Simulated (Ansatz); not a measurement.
We consider RbPbF3 (model structure, started from the CsGeCl3 type, R3m, No. 160, 5 atoms in the cell), described by G0W0@PBEsol in Ansatz (hard PAW, contour deformation, complete-basis limit).

Numerical settings: largest k mesh 4×4×4 (not extrapolated in the mesh).

Cell (relaxed with PBEsol):

```cif
data_F3PbRb
_chemical_formula_sum 'Rb1 Pb1 F3'
_space_group_name_H-M_alt 'P 1'
_space_group_IT_number 1
_cell_length_a 4.78208
_cell_length_b 4.78208
_cell_length_c 4.78208
_cell_angle_alpha 90.745
_cell_angle_beta 90.745
_cell_angle_gamma 90.745
loop_
_space_group_symop_operation_xyz
  'x, y, z'
loop_
_atom_site_label
_atom_site_type_symbol
_atom_site_fract_x
_atom_site_fract_y
_atom_site_fract_z
_atom_site_occupancy
Rb1 Rb 0.94721 0.94721 0.94721 1
Pb1 Pb 0.48252 0.48252 0.48252 1
F1 F 0.52615 0.52615 0.97394 1
F2 F 0.97394 0.52615 0.52615 1
F3 F 0.52615 0.97394 0.52615 1
```

Question: Estimate the band gap that the calculation returns.

Answer: 
* **band gap**: 5.68 eV

Note: filled d or f shells below the valence bands can shift G0W0 gaps through exchange with them, which wasn't tested here; the relaxation could raise the start's symmetry but not lower it, so the cell can be a saddle point; the gap holds a correction of +0.42 eV to the complete basis.

Spin–orbit coupling is not included; with these elements it can move the gap by several tenths of an eV or more.

Computed values are for the static lattice.

The result took roughly 3 core-hours.

A model structure was made by putting elements into a prototype or built by hand; it is no filed structure, need not be a known phase, and can be a saddle point held by its symmetry.

Ansatz is a program for electronic structure.
